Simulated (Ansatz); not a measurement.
Output of an Ansatz run (abridged):

```
WARN ansatz: RAYON_NUM_THREADS=1 ignored (pool sized by the plan → 1); use --threads N
Pseudopotentials: kind: paw
Pseudopotential: Zn, paw, valence charge 12
Pseudopotential: S, paw, valence charge 6
Crystal: 2 atoms, lattice volume = 40.182 Å³
Basis set: ecut = 420 eV, 749 PW (Γ), exchange–correlation on 54×54×54 points (8 copies of the dense FFT grid, shifted against one another)
Bands: 13, of which v1, the nominal top of the filled ones, is band 9 counted from 1 (8 counted from 0)
Symmetry: 24 space group operations
Space group: F-43m (ITA 216), of the structure as read, at distance tolerance 3.4e-5 Å
k-points: 29 of 512 (time reversal used)
Initial density: superposition of atomic densities (neutral atoms: chi_scale 0, normalization atom), corrected by the library's trained network
Initial wavefunctions: pseudopotential atomic-orbital guess
Eigensolver: davidson
Functional: x = pbe(κ = 0.804, μ = 0.2195149727645171), c = pbe(β = 0.06672455060314922)
SCF iter   1: F=—  HF=-4222.733670 eV  |F-HF|=—  |Δ(HF+E_count)|=         —  Δρ=5.99e-4  dr2=1.94e-4  ethr=1.77e-3  ⟨swp⟩=5.8  Hψ=2254  notcnv=0
all-band conjugate gradients solve this SCF's bands
preconditioner: auto → none
SCF iter   2: F=—  HF=-4222.733976 eV  |F-HF|=—  |Δ(HF+E_count)|=   3.06e-4  Δρ=5.08e-4  dr2=4.72e-5  ethr=1.08e-6  ⟨swp⟩=2.4  Hψ=960  notcnv=0
SCF iter   3: F=—  HF=-4222.734010 eV  |F-HF|=—  |Δ(HF+E_count)|=   3.46e-5  Δρ=1.63e-4  dr2=7.39e-6  ethr=2.62e-7  ⟨swp⟩=2.0  Hψ=609  notcnv=0
SCF iter   4: F=—  HF=-4222.734017 eV  |F-HF|=—  |Δ(HF+E_count)|=   6.38e-6  Δρ=7.24e-5  dr2=9.72e-7  ethr=4.11e-8  ⟨swp⟩=2.0  Hψ=609  notcnv=0
SCF iter   5: F=—  HF=-4222.734020 eV  |F-HF|=—  |Δ(HF+E_count)|=   3.49e-6  Δρ=3.23e-5  dr2=2.86e-7  ethr=5.40e-9  ⟨swp⟩=2.0  Hψ=638  notcnv=0
SCF iter   6: F=-4222.734021 eV  HF=-4222.734021 eV  |F-HF|=8.38e-9  |Δ(HF+E_count)|=   4.70e-7  Δρ=3.53e-6  dr2=2.24e-9  ethr=5.56e-10  ⟨swp⟩=5.3  Hψ=1830  notcnv=0
SCF 1 converged in 6 iterations: F = -4222.734021 eV  dr2 = 2.24e-9
SCF converged after 6 iterations
Free energy (F): -4222.734021 eV
Harris-Foulkes:  -4222.734021 eV  (|F-HF|=8.38e-9)
Internal energy: -4222.734021 eV  (E = F + TS)
E sigma→0 (E₀):  -4222.734021 eV
Fermi energy:    6.577690 eV
--- Per-component energies (eV) ---
  E_band       = 1.959455
  E_kinetic    = 237.890518
  E_local      = -2052.835144  (includes V_loc(G=0)·N_el)
  E_nonlocal   = 642.873407
  E_hartree    = 857.970438
  E_xc         = -234.162668
  E_vxc        = -139.233788  (∫ρ·V_xc dr)
  E_paw        = -2428.709796  (= ΣΔE_a)
  E_vpaw       = -402.676387  (= ΣTr[D̂ρ^β])
  E_aug_tail   = -0.000354  (compensation charges beyond the density's cutoff)
  E_ewald      = -1245.760422
  E_smearing   = -0.000000  (= −TS)
  E_closure    = 0.000000  (closes the sum)
  Σ components = -4222.734021   (vs F -4222.734021, Δ=0.00e0)
--- Forces (eV/Å), atoms counted from 1 ---
  atom   1  Zn     0.00000000     0.00000000     0.00000000
  atom   2  S     -0.00000000     0.00000000    -0.00000000
  max |Σ_I F_I| component: 5.55e-17 eV/Å
--- Stress (GPa, compression-positive) ---
        0.254419      -0.000000      -0.000000
        0.000000       0.254419       0.000000
       -0.000000       0.000000       0.254419
  P = ⅓ Tr σ = 0.2544 GPa (2.544 kbar)
  The stress holds the Pulay correction. Without it, at fixed plane waves, as pw.x and ABINIT print it: P = 0.1894 GPa
--- Band table (eV; the first three rows and the last of 29) ---
  k-point 0: bands = ["-7.4654", "-0.7134", "-0.7134", "-0.7134", "-0.2348", "-0.2348", "5.5515", "5.5515", "5.5515", "7.5818", "11.9337", "11.9337", "11.9337"]
  k-point 1: bands = ["-7.3523", "-0.7108", "-0.6933", "-0.6933", "-0.2364", "-0.2364", "4.4490", "5.4089", "5.4089", "8.4043", "11.8302", "12.1799", "12.1799"]
  k-point 2: bands = ["-7.0573", "-0.6603", "-0.6489", "-0.6489", "-0.2333", "-0.2333", "2.7625", "5.0975", "5.0975", "8.9671", "12.4265", "12.5427", "12.5427"]
  k-point 28: bands = ["-6.2640", "-0.5803", "-0.4433", "-0.2874", "-0.2708", "0.1469", "1.0502", "2.8910", "2.9088", "11.2459", "11.4930", "13.3641", "13.7534"]
```

The structure:

```
CELL_PARAMETERS angstrom
      0.00000     2.71853     2.71853
      2.71853     0.00000     2.71853
      2.71853     2.71853     0.00000
ATOMIC_POSITIONS crystal
  Zn 0.00000 0.00000 0.00000
  S  0.25000 0.25000 0.25000
```

Q: What input produced this log?

A: Other spellings and defaults could give the same log, and not every line can be read from it. The input that was run (DFT, PBE, plane waves, default PAW files):

Ansatz 0.2 input:
```yaml
crystal:
  lattice:
    - [0.00000000, 2.71852500, 2.71852500]
    - [2.71852500, 0.00000000, 2.71852500]
    - [2.71852500, 2.71852500, 0.00000000]
  atoms:
    - { symbol: Zn, position_ang: [0.00000000, 0.00000000, 0.00000000] }
    - { symbol: S, position_ang: [1.35926250, 1.35926250, 1.35926250] }
basis:
  ecutwfc: 420.0
kpoints:
  mp_grid: { grid: [8, 8, 8] }
hamiltonian:
  xc: pbe
  pseudopotentials: { kind: paw }
scf:
  occupations: { method: fermi_dirac, width: 0.02 }
output:
  forces: true
  eigenvalues: true
  stress: true
```

The starting cell has typed, rounded lattice constants, without a prior relaxation at this level. Its lattice was rescaled by up to half a per cent. Ansatz's pressure includes its estimate of the finite-basis (Pulay) stress.

Ansatz is a first-principles code.
